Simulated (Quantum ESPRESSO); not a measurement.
Worked example: self-consistent single point of BPt2 (P1, 6 atoms in the cell) in Quantum ESPRESSO.

Method: LDA (PZ), spin-orbit coupling, PSlibrary fully relativistic PAW (LDA) pseudopotentials (plane waves; Quantum ESPRESSO).

```
CELL_PARAMETERS angstrom
      2.92831     0.00000     0.00000
     -1.46416     2.53599     0.00000
      0.00000     0.00000    10.35722
ATOMIC_POSITIONS crystal
  B  0.66624 0.33274 0.75111
  B  0.33107 0.66195 0.24915
  Pt 0.67433 0.33732 0.38615
  Pt 0.32824 0.67210 0.61408
  Pt 0.32639 0.66283 0.88384
  Pt 0.67373 0.33307 0.11566
```

Reference input (self-consistent single point, DFT, LDA (PZ), plane waves, PSlibrary PAW (LDA) pseudopotentials): ecutwfc = 50 Ry; ecutrho = 500 Ry; occupations = smearing; smearing = fd; degauss = 0.0099958 Ry; potentials = {B: B.pz-n-kjpaw_psl.1.0.0.UPF, Pt: Pt.pz-n-kjpaw_psl.1.0.0.UPF}; K_POINTS = automatic 8 8 2 0 0 0; conv_thr = 1e-10 Ry; mixing_beta = 0.4. This run's input differs from it in these lines:

```diff
@@ -12,3 +12,3 @@
  ecutwfc = 50
- ecutrho = 500
+ ecutrho = 550
  occupations = 'smearing'
@@ -16,2 +16,4 @@
  degauss = 0.0099958
+ noncolin = .true.
+ lspinorb = .true.
 /
@@ -22,4 +24,4 @@
 ATOMIC_SPECIES
-B     10.8100  B.pz-n-kjpaw_psl.1.0.0.UPF
-Pt   195.0840  Pt.pz-n-kjpaw_psl.1.0.0.UPF
+B     10.8100  B.rel-pz-n-kjpaw_psl.1.0.0.UPF
+Pt   195.0840  Pt.rel-pz-n-kjpaw_psl.1.0.0.UPF
 ATOMIC_POSITIONS {bohr}
```

Output (repeated stretches shortened):

```
     Self-consistent Calculation

     iteration #  1     ecut=    50.00 Ry     beta= 0.40

     total energy              =   -2952.03447515 Ry
     estimated scf accuracy    <       1.10800946 Ry

     iteration #  2     ecut=    50.00 Ry     beta= 0.40

     total energy              =   -2952.36487803 Ry
     estimated scf accuracy    <       0.34666742 Ry

     iteration #  3     ecut=    50.00 Ry     beta= 0.40

     total energy              =   -2952.39298964 Ry
     estimated scf accuracy    <       0.35632483 Ry

   [... 15 blocks of this kind left out ...]

     iteration # 19     ecut=    50.00 Ry     beta= 0.40

     total energy              =   -2952.43479493 Ry
     estimated scf accuracy    <          2.4E-10 Ry

     iteration # 20     ecut=    50.00 Ry     beta= 0.40
     End of self-consistent calculation

     the Fermi energy is    15.5988 ev

!    total energy              =   -2952.43479493 Ry
     estimated scf accuracy    <          1.5E-11 Ry
     smearing contrib. (-TS)   =      -0.01297897 Ry
     internal energy E=F+TS    =   -2952.42181596 Ry

     convergence has been achieved in  20 iterations

     Forces acting on atoms (cartesian axes, Ry/au):

     atom    1 type  1   force =    -0.00454823    0.00078209   -0.00718601
     atom    2 type  1   force =     0.00492825    0.00445991    0.00573841
     atom    3 type  2   force =    -0.00184816   -0.00274439   -0.01717539
     atom    4 type  2   force =     0.00231090   -0.00170638    0.01547921
     atom    5 type  2   force =     0.00194457    0.00079760   -0.00213818
     atom    6 type  2   force =    -0.00278733   -0.00158883    0.00528197

     Total force =     0.027405     Total SCF correction =     0.000020

          total   stress  (Ry/bohr**3)                   (kbar)     P=      -92.98
  -0.00059316   0.00002685   0.00000357          -87.26        3.95        0.53
   0.00002685  -0.00061419   0.00000847            3.95      -90.35        1.25
   0.00000357   0.00000847  -0.00068878            0.53        1.25     -101.32

   JOB DONE.
```

The run converged in 20 iterations. Against the reference run the pressure moves little (-9.21 to -9.30 GPa) and the largest force goes from 0.509 to 0.450 eV/Å.

The starting cell comes from a database of computed structures (which also holds hypothetical and non-ambient phases and stackings), without a prior relaxation at this level. Its atoms were displaced at random from the sites of space group no. 194. With a pressure of about -9 GPa the cell is away from its equilibrium volume at this level.

Cost on one core of a shared machine: roughly 6 min.
